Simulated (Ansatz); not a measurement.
Start from TiO2 in the anatase structure (space group I4_1/amd, No. 141; a = 3.770 Å, c = 9.552 Å). Axes: x, y, z lie along a, b, c of the conventional cell.

Modification: the cell is compressed by 0.46 % along x with no lateral relaxation; the atoms relax in the strained cell.

Levels (all Ansatz, a program for electronic structure, PAW): PBEsol (420 eV, without spin-orbit coupling); r2SCAN (500 eV, spin-orbit coupling left out); HSE06 (420 eV, no spin-orbit coupling).

At the geometry relaxed with PBEsol, these levels gave the following band gaps, in shuffled order: (a) 3.67 eV, (b) 2.12 eV, (c) 2.55 eV.

Q: Match each gap to its level.

A: (a) HSE06; (b) PBEsol; (c) r2SCAN.

Single points use the geometry relaxed with PBEsol. The hybrid gap comes from the SCF mesh plus the semilocal run's edge points and a few special points and is an upper bound. Stability against distortions was not tested. The final runs are not spin-polarised.
